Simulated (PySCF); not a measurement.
PySCF 2.14.0, BP86/def2-svpd, df: Nb(F)2(SH)3 ([F][Nb]([F])([SH])([SH])[SH]), 9 atoms. The geometry is a generated start, not checked to be a minimum at this level.

```yaml
task: energy
method: bp86
basis: def2-svpd
two_electron_scheme: density fitting
mol.max_memory: 3000 MB
mf.max_cycle: 100
mf.conv_tol: 1e-09 (default)
mf.grids.level: 3 (default)
effective_core_potentials: those of the basis set, past Kr
basis_functions: 185
grid_points: 137032
```

```xyz
9

Nb    -0.0922    -0.0034     0.1152
F      1.2228    -0.0779    -1.0599
F     -1.4000     0.0659     1.2846
S     -1.5791     0.8389    -1.6483
H     -2.6726     0.9389    -0.8925
S      0.0806    -2.4277     0.4894
H      1.0415    -2.6709    -0.4026
S      1.1818     1.6010     1.4710
H      2.2172     1.7353     0.6431
```

Charge 0 and multiplicity 1 are set for this test and not shown to be the ground state.

With the defaults (mf.DIIS = CDIIS, mf.diis_space = 8, mf.diis = true, mf.init_guess = minao, mf.level_shift = 0, mf.damp = 0, mf.diis_start_cycle = 1, newton = off) it converges in 23 Fock builds. One run each on 2 threads, 1 BLAS thread, with these changes:
- mf.level_shift = 1 Hartree
- mf.diis_space = 20
- mf.level_shift = 0.1 Hartree
- mf.diis_space = 3
- mf.diis = false, mf.damp = 0.7, mf.diis_start_cycle = 999
- mf.init_guess = atom
- newton = Hessian by the SCF's own integrals
- mf.DIIS = EDIIS
- mf.diis = false

Name the settings that don't reach the solution of the defaults.

No convergence: mf.DIIS = EDIIS; mf.diis_space = 3; mf.diis = false (the run ends without SCF convergence in 100 cycles). The rest reach the solution of the defaults.

| setting | Fock builds | end |
|---|---|---|
| mf.init_guess = atom | 15 | same solution |
| mf.level_shift = 0.1 Hartree | 20 | same solution |
| the defaults | 23 | same solution |
| mf.diis_space = 20 | 23 | same solution |
| mf.diis = false, mf.damp = 0.7, mf.diis_start_cycle = 999 | 25 | same solution |
| mf.level_shift = 1 Hartree | 53 | same solution |
| newton = Hessian by the SCF's own integrals | 88 | same solution |
| mf.DIIS = EDIIS | 101 | no convergence |
| mf.diis_space = 3 | 101 | no convergence |
| mf.diis = false | 101 | no convergence |

Under newton the count holds the products with the orbital Hessian.
